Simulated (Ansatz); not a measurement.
```
CELL_PARAMETERS angstrom
      3.14338     0.00000     0.00000
     -1.57169     2.72224     0.00000
      0.00000     0.00000     5.09302
ATOMIC_POSITIONS crystal
  Al 0.00000 0.00000 0.99932
  Ga 0.66667 0.33333 0.49733
  N  0.66667 0.33333 0.11218
  N  0.00000 0.00000 0.62756
```

Relaxed-ion tensors in this frame from DFT at the r2SCAN level (Ansatz, a quantum-chemistry and plane-wave program). Proper piezoelectric stress tensor e (C/m²):

```
 0.00   0.00   0.00   0.00   0.30  -0.05
-0.05   0.05   0.00   0.30   0.00   0.00
 0.49   0.49  -1.02   0.00   0.00   0.00
```

Stiffness C (GPa):

```
 385   136  98.5   1.9   0.0   0.0
 136   385  98.5  -1.9   0.0   0.0
98.5  98.5   404   0.0   0.0   0.0
 1.9  -1.9   0.0   107   0.0   0.0
 0.0   0.0   0.0   0.0   107   1.9
 0.0   0.0   0.0   0.0   1.9   125
```

The cell is a database entry relaxed within its symmetry; it need not be the phase found at ambient conditions.

Task: Obtain the piezoelectric strain tensor d.

Result: d = e S with S = C⁻¹, in pC/N:

```
 0.0   0.0   0.0   0.0   2.8  -0.4
-0.2   0.2   0.0   2.8   0.0   0.0
 1.6   1.6  -3.3   0.0   0.0   0.0
```
Away from Γ the polar cell without biaxial strain shows no imaginary mode on a 2×2×2 mesh.
